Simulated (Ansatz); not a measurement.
Ba2TaBiO6 (space group Fm-3m, No. 225; a cell from a computed database, its experimental status unchecked)

Ba2TaBiO6 has the cubic space group Fm-3m (No. 225), Pearson symbol cF40. Cell: a = 8.5705 Å, b = 8.5705 Å, c = 8.5705 Å, α = 90.00°, β = 90.00°, γ = 90.00°. Ba on 8c sees 12 O at 3.034 Å (cuboctahedral). Ta on 4b sees 6 O at 1.981 Å (octahedral). Bi on 4a sees 6 O at 2.304 Å (octahedral). O on 24e is surrounded by 1 Ta at 1.981 Å and 1 Bi at 2.304 Å and 4 Ba at 3.034 Å (octahedral). (Neighbours: up to the widest gap in distance over summed covalent radii, below 1.35, at either atom; cation-cation and far metal-metal contacts left out.)
(The calculation used a cell of 10 atoms; values per cell refer to that cell.)

Method: Ansatz (a first-principles code), PBEsol, PAW, cutoff 420 eV, without spin-orbit coupling. k-mesh 7×7×7 (Γ-centred); smearing 0.05 eV (Fermi–Dirac).

- Volume per atom = 15.74 Å³
- Density = 8.02 g/cm³
- Band gap = 2.51 eV, direct at L
- Electron mass = 1.4 mₑ along k, 0.54 mₑ across
- Hole mass = 0.45 mₑ along k, 0.32 mₑ across
- Lowest conduction-band minima above the VBM = L along ⟨111⟩ 2.51 eV; a point along ⟨110⟩, about 0.5 Å⁻¹ from Γ 2.65 eV; X along ⟨100⟩ 2.79 eV
- Total energy = -3714.937 eV/atom (σ→0; compares only within this code and set-up)

With Bi and Ta present, leaving out spin-orbit coupling can change the band edges. Masses are band curvatures over ±0.01 Å⁻¹ around the edge. Along k means along the line from Γ to the band edge. Whether these cells are dynamically stable was not tested.
